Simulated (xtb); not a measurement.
xtb 6.7.1, GFN2-xTB: [SiH2]O[SiH3], charge 0, multiplicity 2, 8 atoms. The geometry is a generated start, not checked to be a minimum at this level.

| Property | Result |
|---|---|
| run flags | --grad |
| method | GFN2-xTB |
| --acc | 1 (default) |
| --etemp (K) | 300 (default) |
| basis functions | 29 |
| valence electrons | 19 |

```xyz
8

Si     1.6916    -0.5297     0.6038
O      0.1162    -0.1473     0.4874
Si    -1.2914     0.2953    -0.1782
H      1.9972    -1.5478    -0.3877
H      2.4567     0.7037     0.4949
H     -1.1583     1.6860    -0.6077
H     -1.5521    -0.5854    -1.3125
H     -2.2600     0.1252     0.9001
```

Charge 0 and multiplicity 2 are set for this test and not shown to be the ground state. GFN-xTB has no spin term: --uhf 1 sets the occupations alone.

One run each on 1 thread. Values of broydamp tried: 0.02, 0.05, 0.1, 0.2, 0.4 (default), 0.6, 0.8, 1.

How does the count of SCC iterations change with broydamp, and where is it least?

Fewest SCC iterations, within one of each other: 0.6 with 12, 0.8 with 11. The count rises to 20 at 0.02. All converge to one solution.

```tsv
broydamp	SCC iterations	end
0.02	20	same solution
0.05	18	same solution
0.1	17	same solution
0.2	15	same solution
0.4 (default)	13	same solution
0.6	12	same solution
0.8	11	same solution
1	13	same solution
```
